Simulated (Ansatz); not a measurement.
Consider the following.

```xyz
6
Lattice="-1.9258 1.8697 4.7275 1.9258 -1.8697 4.7275 1.9258 1.8697 -4.7275" Properties=species:S:1:pos:R:3 pbc="T T T"
Ti     0.0000     1.8697     2.3922
Ti     0.0000     0.0000    -0.0284
O      0.0000     1.8697     0.3942
O      0.0000     0.0000     7.4898
O      0.0000     0.0000     1.9696
O      0.0000     1.8697     4.3291
```

No spin polarisation.

Level of theory: LDA (Ansatz, a program for electronic structure; PAW; 420 eV plane waves; scalar-relativistic without spin-orbit coupling). Γ-centred 12×12×12 mesh, Fermi–Dirac width 0.05 eV.

Q: Predict the pressure and gap character.

A: The pressure (mean of the normal stresses, compression positive) is -6.25 GPa and the gap character comes out as indirect, Γ–T (87 % along) → Γ.

The cells carry an imposed strain or load. Stability against distortions was not tested. All final runs are without spin polarisation. The cell was made from TiO2 in the anatase structure (space group I4_1/amd, No. 141) by this change: uniaxial strain ε_xx = +3.00 %.
